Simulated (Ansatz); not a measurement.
Take Ca$_{3}$SbN in the anti-perovskite structure (space group Pm-3m, No. 221; a = 4.803 Å; a cell from a computed database, its experimental status unchecked) as the base.

One thing is altered: a hydrostatic pressure of 0.3 GPa.

Levels (all Ansatz, an electronic-structure program, PAW): PBEsol (420 eV, without spin-orbit coupling); PBEsol+SOC (420 eV, with spin-orbit coupling).

The geometry is relaxed with PBEsol.

- PBEsol band gap: 0.32 eV
- PBEsol width of the top valence band: 2.11 eV

Q: What does PBEsol+SOC give at this geometry for the band gap, hole mass and width of the top valence band?

A: The band gap shrinks by 0.11 eV, from 0.32 eV to 0.21 eV; the hole mass (degenerate bands, along [100]) comes out as 0.060, 0.29 mₑ (at Γ); the width of the top valence band stays essentially unchanged (2.11 eV against 2.09 eV). The threefold valence maximum splits by Δso ≈ 0.31 eV.

Single points use the geometry relaxed with PBEsol. Differences between runs with and without spin-orbit coupling are approximate. Spin-orbit coupling, missing from the scalar runs, can matter with Sb. Load acts through the strain it causes; cell and atoms are relaxed under it. Masses are band curvatures over ±0.01 Å⁻¹ around the edge. No phonon test of stability was made. A zero or small gap of Ca3SbN under pressure 0.3 GPa can be the functional's error rather than a property of the material.
